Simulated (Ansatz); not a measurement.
Take PbTe in the zinc blende structure (space group F-43m, No. 216; a = 7.2844 Å; a hypothetical phase, not in the database extracts checked) as the base. Axes: x, y, z lie along the cube axes.

Now apply this change: uniaxial strain ε_yy = −1.30 %, all other strain components held at zero; the atoms relax in the strained cell.

Levels (all Ansatz, a first-principles code, PAW): r2SCAN (500 eV, no SOC); HSE06 (420 eV, scalar-relativistic without spin-orbit coupling).

The geometry is relaxed with r2SCAN.

| Property | Value |
|---|---|
| r2SCAN lowest conduction level above the VBM at special points | M 0.66 eV; X 0.70 eV; S 1.62 eV; Γ 1.64 eV |

Problem. Predict the lowest conduction level above the VBM at special points from HSE06.

Solution. The lowest conduction level above the VBM at special points changes from M 0.66 eV; X 0.70 eV; S 1.62 eV; Γ 1.64 eV to M 0.88 eV; X 0.92 eV; S 1.85 eV; Γ 1.88 eV.

Single points use the geometry relaxed with r2SCAN. HSE06 gaps are upper bounds (no full band path). The levels and masses belong to the bands next to the band gap. No phonon test of stability was made. k-point labels follow each cell's own Brillouin zone.
